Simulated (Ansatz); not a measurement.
The parent structure is YPd$_{3}$ in the Cu3Au type structure (space group Pm-3m, No. 221; a = 4.057 Å; relaxed with 0.1 eV smearing). Axes: x, y, z lie along the cube axes.

All numbers come from plane-wave PAW DFT at the PBEsol level (Ansatz, an electronic-structure program, 420 eV), spin-orbit coupling left out.

Base values:

```
Item                            Result
-----------------------------  -------
Shortest interatomic distance  2.869 Å
```

Perturbation: uniaxial strain ε_yy = +1.88 %, all other strain components held at zero, atoms relaxed at fixed cell.

Question: What happens to the stress and shortest interatomic distance?

Answer: The stress (xx, yy, zz, yz, xz, xy; compression positive) comes out as (-2.1, -3.7, -2.1, 0.0, 0.0, 0.0) GPa; the shortest interatomic distance is still 2.869 Å.

No phonon test of stability was made. All final runs are without spin polarisation.
